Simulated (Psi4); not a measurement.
Psi4 1.11, B3LYP/def2-svp: Cr(NH)(NMe)(OH)2 (C[N]=[Cr](=[NH])([OH])[OH]), 12 atoms. The geometry is a generated start, not checked to be a minimum at this level.

```yaml
task: energy
method: b3lyp
basis: def2-svp
memory: 3 GB
maxiter: 100
keys_of_the_molecule_block: symmetry c1
scf_type: df (default)
e_convergence: 1e-06 (default)
d_convergence: 1e-06 (default)
dft_radial_points: 75 (default)
dft_spherical_points: 302 (default)
basis_functions: 131
grid_points: 259017
```

```xyz
12

Cr    -0.6037     0.1316     0.7302
N     -1.8162    -0.9133     0.3745
H     -2.4875    -1.5985     0.0592
N      0.5733     0.0461    -0.4135
C      1.3741    -0.1938    -1.5294
H      1.9567    -1.1113    -1.3850
H      0.7563    -0.3194    -2.4276
H      2.0704     0.6375    -1.6956
O     -1.2220     1.7516     0.7581
H     -1.6124     2.6011     0.5464
O      0.1218    -0.3724     2.2436
H      0.8892    -0.6591     2.7390
```

Charge 0 and multiplicity 1 are set for this test and not shown to be the ground state.

With the defaults (diis = true, scf_initial_accelerator = adiis, damping_percentage = 0, guess = auto, which took SAD, level_shift = 0, level_shift_cutoff = 0.01, diis_max_vecs = 10, soscf = false, soscf_start_convergence = 0.01) it converges in 14 SCF iterations. One run each on 2 threads, with these changes:
- soscf = true, soscf_start_convergence = 0.1
- soscf = true
- guess = huckel
- guess = sap
- level_shift = 0.1, level_shift_cutoff = 0.001
- diis_max_vecs = 3
- diis_max_vecs = 20
- guess = sadno
- diis = false, scf_initial_accelerator = none, damping_percentage = 60

Problem. Which of these changes keep the SCF from converging, or lead it to another solution?

Solution. No convergence: diis = false, scf_initial_accelerator = none, damping_percentage = 60 (the run ends without SCF convergence in 100 iterations). The rest reach the solution of the defaults.

```
setting                                                                SCF iterations  JK calls             end
---------------------------------------------------------------------  --------------  --------  --------------
level_shift = 0.1, level_shift_cutoff = 0.001                                      13        14   same solution
the defaults                                                                       14        15   same solution
diis_max_vecs = 20                                                                 14        15   same solution
soscf = true                                                                       14        55   same solution
guess = huckel                                                                     15        45   same solution
guess = sadno                                                                      15        15   same solution
guess = sap                                                                        20        20   same solution
soscf = true, soscf_start_convergence = 0.1                                        32       143   same solution
diis_max_vecs = 3                                                                  89        90   same solution
diis = false, scf_initial_accelerator = none, damping_percentage = 60             100       101  no convergence
```

An SOSCF iteration holds several JK calls; a Hückel guess adds calls on atoms. 1 further run of the study ended by our limits or in an error and is left out.
